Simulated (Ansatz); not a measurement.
The structure below was relaxed with Ansatz (an electronic-structure program), PBEsol, PAW, cutoff 420 eV, scalar-relativistic without spin-orbit coupling, earlier PAW set.

```
HfPb2
1.0
    0.00000     3.51948     3.51948
    3.51948     0.00000     3.51948
    3.51948     3.51948     0.00000
Hf Pb
1 2
Direct
  0.00000   0.00000   0.00000
  0.25000   0.25000   0.25000
  0.75000   0.75000   0.75000
```

Find the space group and the Wyckoff positions.

Space group Fm-3m (No. 225); a = b = c = 7.0390 Å, α = β = γ = 90.00°

```json
[
 {"atom": "Hf", "site": "4a", "symmetry": "m-3m", "x": "0.0000", "y": "0.0000", "z": "0.0000"},
 {"atom": "Pb", "site": "8c", "symmetry": "-43m", "x": "0.2500", "y": "0.2500", "z": "0.2500"}
]
```

Whether these cells are dynamically stable was not tested. The final runs are not spin-polarised. The cell was made from HfGe2 by this change: Ge → Pb; the result is a hypothetical phase, not in the database extracts checked. HfPb2 has a high density of states at the Fermi level and may be magnetic at this level.
